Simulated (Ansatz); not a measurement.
## Al: stress against strain

Al (fcc, Fm-3m, 16.186 Å³/atom at rest) under an equal strain ε in the (111) plane with the normal axis free, as in a coherent film. PBEsol in Ansatz, a plane-wave DFT program (PAW, default set), 420 eV, 28×28×28 Γ-centred mesh, Fermi-Dirac smearing 0.10 eV; ions are relaxed within the symmetry of each cell. Stress is positive for a compressed cell.

Here s stands for strain and y for stress xx.

```
strain (%)  stress xx (GPa)
----------  ---------------
-2.50                     ?
-1.25                  1.72
-0.83                  1.09
-0.42                  0.53
0.00                  -0.01
0.42                  -0.51
0.83                  -0.97
1.25                  -1.43
```

Taking a straight line for y over the 7 complete rows: Means: s 0, y 0.060. About the means, the sum of products is -6.0841 and the sum of squares of s is 4.8556; the slope is their ratio. Least squares gives y = 0.060 - 1.2530·s. Residuals (row less fit): 0.094, -0.010, -0.056, -0.070, -0.044, 0.010, 0.076; standard error 0.070 (degrees of freedom: 5). The slope gives the biaxial elastic modulus of this plane = 125 ± 3 GPa.

Problem. Estimate the missing y (s = -2.50); what did the run itself give?

Solution. y = 0.060 - 1.2530 × (-2.50) = 3.192 GPa. The calculation gives 4.08 GPa, 0.888 GPa above the prediction (16.1 % of the range of y in the table). The row lies outside the fitted rows, so this is an extrapolation. From the scatter of the fitted rows alone, a prediction at this place has a standard error of 0.110 GPa, so the miss is 8.1 times that.

One order more, fitted to all 13 runs of the series, follows each within 0.11, so the miss is the next term of a smooth law. In a metal these values are sensitive to mesh and smearing; energies are taken to zero smearing, stresses follow the free energy. Rows are the converged runs of the series near zero and its far end; series whose fitted rows scatter by over a few per cent of the range, as at a crossing or softening among them, aren't shown in this form. Most that stay on the fit to the last digits aren't either.
